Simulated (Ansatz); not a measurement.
# ZnSiP2 under a change: Ga on a P site, symmetric start

Take an 8-atom supercell of ZnSiP₂ in the chalcopyrite structure (space group I-42d, No. 122; a = 5.378 Å, c = 10.466 Å) at its relaxed geometry as the base.

Now apply this change: one P atom is replaced by Ga, atoms relaxed at fixed cell.

Method: r2SCAN/PAW in Ansatz (a program for electronic structure), scalar-relativistic without spin-orbit coupling. Settings: 6×6×6 k-points, 0.01 eV Fermi–Dirac smearing.

Pressure: 4.7 GPa (base 0.0 GPa)
Energy gained by relaxation: 0.22 eV
Largest displacement of a host atom from its site in the perfect cell: 0.15 Å
Mean distance from the defect site to its nearest host atoms: 2.34 Å (base 2.26 Å)

Final structure:

```
CELL_PARAMETERS angstrom
     -2.68876     2.68876     5.23303
      2.68876    -2.68876     5.23303
      5.37751     0.00000     0.00000
ATOMIC_POSITIONS crystal
  Zn 0.72581 0.76742 0.48730
  Zn 0.98258 0.02419 0.97108
  Si 0.25811 0.23343 0.51105
  Si 0.51657 0.49189 0.01363
  Ga 0.13756 0.61244 0.51256
  P  0.61293 0.13707 0.48793
  P  0.37904 0.86261 0.99797
  P  0.88739 0.37096 0.01846
```

Cost of the whole job for the changed cell (relaxation, final SCF and bands): very roughly 12 core-minutes.

The magnetic state is the one reached from the starting moments; the real material's order can differ, and small cells can't hold many antiferromagnetic ones. In so small a cell the defect repeats every few ångströms: this is an ordered compound, not a dilute defect. A case with no gap was solved on a k-mesh chosen for an insulator, which is coarse for it. The defect started on the symmetric site and kept its symmetry, so it may sit on a saddle. Seeded moments were not kept for Ga on a P site. The defect cell is spin-polarised and ends with 0.1 μB.
